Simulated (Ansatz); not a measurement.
A self-consistent single point of Ba₃Sc (I4/mmm, 4 atoms in the cell) with Ansatz (an electronic-structure program).

Level of theory: PBE (plane waves, PAW; Ansatz).

```
Ba3Sc
1.0
   -2.83524     2.83524     6.31533
    2.83524    -2.83524     6.31533
    2.83524     2.83524    -6.31533
Ba Sc
3 1
Direct
  0.50000   0.50000   0.00000
  0.75000   0.25000   0.50000
  0.25000   0.75000   0.50000
  0.00000   0.00000   0.00000
```

Reference input (self-consistent single point, DFT, PBE, plane waves, default PAW files): basis.ecutwfc = 420 eV; kpoints.mp_grid.grid = 10 10 10; hamiltonian.xc = pbe; hamiltonian.pseudopotentials = {kind: paw} (the program's default PAW files); scf.occupations.method = fermi_dirac; scf.occupations.width = 0.05 eV. This run's input differs from it in these lines:

Ansatz 0.2 input:
```diff
@@ -12,3 +12,3 @@
 basis:
-  ecutwfc: 420.0
+  ecutwfc: 250.0
 kpoints:
```

The program printed (abridged):

```
SCF iter   1: F=—  HF=-19982.565515 eV  |F-HF|=—  |Δ(HF+E_count)|=         —  Δρ=4.78e-3  dr2=2.49e-2  ethr=1.77e-3  ⟨swp⟩=6.7  Hψ=13094  notcnv=0
all-band conjugate gradients solve this SCF's bands
preconditioner: auto → Kerker (q_TF=auto, 2.090 Å⁻¹)
SCF iter   2: F=—  HF=-19982.568077 eV  |F-HF|=—  |Δ(HF+E_count)|=   2.56e-3  Δρ=2.27e-3  dr2=5.82e-3  ethr=6.08e-5  ⟨swp⟩=2.6  Hψ=5842  notcnv=0
   [... lines left out ...]
SCF iter   7: F=—  HF=-19982.570443 eV  |F-HF|=—  |Δ(HF+E_count)|=   2.33e-8  Δρ=5.43e-6  dr2=1.29e-7  ethr=5.75e-9  ⟨swp⟩=2.0  Hψ=3003  notcnv=0
SCF iter   8: F=-19982.570443 eV  HF=-19982.570443 eV  |F-HF|=1.00e-9  |Δ(HF+E_count)|=   4.88e-9  Δρ=9.48e-7  dr2=2.95e-9  ethr=2.44e-10  ⟨swp⟩=4.5  Hψ=8206  notcnv=0
the search or the solves at the SCF's close seem to have found levels that the self-consistency loop had missed (the run counts 1) …
SCF 1 converged in 8 iterations: F = -19982.570443 eV  dr2 = 2.95e-9
Free energy (F): -19982.570443 eV
Internal energy: -19982.499165 eV  (E = F + TS)
E sigma→0 (E₀):  -19982.534804 eV
Entropy (-TS):   -0.071278 eV (-17.820 meV/atom)
Fermi energy:    6.614437 eV
--- Forces (eV/Å), atoms counted from 1 ---
  atom   1  Ba     0.00000000     0.00000000    -0.00000000
   [... zero for the other atoms too ...]
--- Stress (GPa, compression-positive) ---
       -0.060411      -0.000000       0.000000
       -0.000000      -0.060411       0.000000
       -0.000000      -0.000000      -1.083829
  P = ⅓ Tr σ = -0.4016 GPa (-4.016 kbar)
  The stress holds the Pulay correction. Without it, at fixed plane waves, as pw.x and ABINIT print it: P = -3.5716 GPa
```

The run converged in 8 iterations. Against the reference run the free energy goes up by 145 meV/atom and the pressure moves little (-0.43 to -0.40 GPa).

The starting cell was generated: these elements placed on a structure prototype, without a prior relaxation; it need not be a known phase or ordering of this composition. Ansatz's pressure includes its estimate of the finite-basis (Pulay) stress. Without the estimate this run gives -3.57 GPa. The cutoff lies below the one recommended for these files.
